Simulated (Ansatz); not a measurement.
Results of rVV10 in Ansatz (plane waves, PAW) for B20 (FeSi-type) FeGe.

Run with plane-wave cutoff 520 eV, 12×12×12 k mesh, Fermi–Dirac smearing 0.05 eV, spin-polarised with parallel moments, scalar-relativistic PAW data made under PBE.

Cell (relaxed at this level):

```
CELL_PARAMETERS angstrom
      4.69714     0.00000     0.00000
      0.00000     4.69714     0.00000
      0.00000     0.00000     4.69714
ATOMIC_POSITIONS crystal
  Fe 0.86603 0.63397 0.36603
  Fe 0.36603 0.86603 0.63397
  Fe 0.13397 0.13397 0.13397
  Fe 0.63397 0.36603 0.86603
  Ge 0.15875 0.34125 0.65875
  Ge 0.65875 0.15875 0.34125
  Ge 0.84125 0.84125 0.84125
  Ge 0.34125 0.65875 0.15875
```
Starting moments (μB, in the order of the record's atoms Fe Fe Fe Fe Ge Ge Ge Ge): 1.2 1.2 1.2 1.2 0.0 0.0 0.0 0.0.

Estimate the bulk modulus B0, magnetic moment (largest site, within a sphere) and pressure derivative B′ of the bulk modulus that the calculation returns.


- bulk modulus B0 = 147 GPa
- magnetic moment (largest site, within a sphere) = 1.15 μB
- pressure derivative B′ of the bulk modulus = 5.8

The run finds no gap.

Measured, for comparison: bulk modulus 147 ± 3 GPa (82 K, zero-point motion not removed; as tabulated in Wilhelm et al. (2007), arXiv:cond-mat/0703031). Computed (rounded) less measured: bulk modulus 0.0 % (inside the measured uncertainty).

Note: the collinear magnetic order is the start's and need not be the measured one; the bulk modulus comes from volumes at which shape and atoms were relaxed.

Moments are spin moments.

It cost roughly 90 core-minutes of CPU time.

Ansatz is a program for electronic structure.
